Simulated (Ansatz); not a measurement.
Partial pair distribution functions of a relaxed model of amorphous Hf14O35Si4, broadened by 0.06 Å; density 7.44 g/cm³. These are PBE, scalar-relativistic without spin-orbit coupling (plane waves to 420 eV, PAW; Ansatz, a program for electronic structure) values and carry that method's errors. The usual formal charges leave 2 electrons over, so the level spacing at the Fermi energy parts defect or band states and needn't be the band gap.

It comes from a melt-quench run on a machine-learned potential (CHGNet), relaxed afterwards by DFT. O atoms were pushed apart under 1.9 Å during the dynamics, to hinder bonds among them. The hot cell started wider than the set density and was brought back towards it in steps. It is the lowest in DFT energy of 2 quenches. It is a model cell: composition and starting density were chosen by hand, and all elements were melted together. No dispersion term was used. Its density started from a set value of 7.44 and ended at 7.44 g/cm³. The simulated quench (nominally 450 K/ps over its main leg) is rapid and tends to freeze in more defects than a deposited or slowly cooled glass has. One small periodic cell is one sample of the glass; other quenches scatter about these values. The volume was held where the preparation left it, at a PBE pressure of 1.5 GPa. Stress components on the final sampling reach 2.1 GPa. On a 2×2×2 Γ-centred mesh force components of up to 0.36 eV/Å stay, since the relaxation ran on the zone centre alone.

| r (Å) | g Hf-O | g O-Si | g Hf-Hf | g O-O |
|---|---|---|---|---|
| 1.40 | 0.00 | 0.01 | 0.00 | 0.00 |
| 1.50 | 0.00 | 1.34 | 0.00 | 0.00 |
| 1.60 | 0.00 | 12.57 | 0.00 | 0.00 |
| 1.70 | 0.00 | 9.40 | 0.00 | 0.00 |
| 1.80 | 0.17 | 0.59 | 0.00 | 0.00 |
| 1.90 | 1.86 | 0.00 | 0.00 | 0.00 |
| 2.00 | 5.21 | 0.00 | 0.00 | 0.00 |
| 2.10 | 6.14 | 0.00 | 0.00 | 0.00 |
| 2.20 | 4.38 | 0.00 | 0.00 | 0.00 |
| 2.30 | 2.36 | 0.00 | 0.00 | 0.06 |
| 2.40 | 0.70 | 0.00 | 0.00 | 0.62 |
| 2.50 | 0.20 | 0.00 | 0.00 | 1.49 |
| 2.60 | 0.01 | 0.01 | 0.00 | 2.15 |
| 2.70 | 0.05 | 0.24 | 0.00 | 2.59 |
| 2.80 | 0.08 | 0.88 | 0.00 | 2.43 |
| 2.90 | 0.02 | 0.48 | 0.00 | 1.91 |
| 3.00 | 0.16 | 0.47 | 0.17 | 1.62 |
| 3.10 | 0.32 | 0.92 | 0.86 | 1.48 |
| 3.20 | 0.22 | 0.72 | 1.84 | 1.26 |
| 3.30 | 0.23 | 0.43 | 1.93 | 1.04 |
| 3.40 | 0.39 | 0.98 | 3.23 | 0.69 |
| 3.50 | 0.61 | 1.66 | 2.82 | 0.69 |
| 3.60 | 0.80 | 1.02 | 2.35 | 0.66 |
| 3.70 | 0.88 | 0.42 | 2.26 | 0.63 |
| 3.80 | 0.90 | 1.15 | 1.58 | 0.80 |
| 3.90 | 0.95 | 1.57 | 1.38 | 1.10 |
| 4.00 | 1.21 | 1.53 | 1.00 | 0.97 |
| 4.10 | 1.49 | 1.51 | 1.06 | 0.91 |
| 4.20 | 1.74 | 1.52 | 0.51 | 0.86 |
| 4.30 | 1.74 | 1.28 | 0.17 | 0.68 |
| 4.40 | 1.43 | 0.82 | 0.22 | 0.63 |

Within 2.58 Å each Hf has 5.86 O neighbours on average.
